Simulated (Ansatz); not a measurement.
# Equilibrium lattice constant a of SnC (model structure, started from the wurtzite type, P6₃mc, No. 186, 4 atoms in the cell) at several levels of theory

No measured value is used here.

```csv
level (code),value (Å)
LDA (Ansatz),3.525
PBE (Ansatz),3.591
PBEsol (Ansatz),3.553
PBE-D3(BJ) (Ansatz),3.564
```

Ansatz's density-functional and Hartree–Fock values are scalar-relativistic unless marked +SOC, with PAW data made under PBE.

A model structure was made by putting elements into a prototype or built by hand; it is no filed structure, need not be a known phase, and can be a saddle point held by its symmetry.

Ansatz is a program for electronic structure.
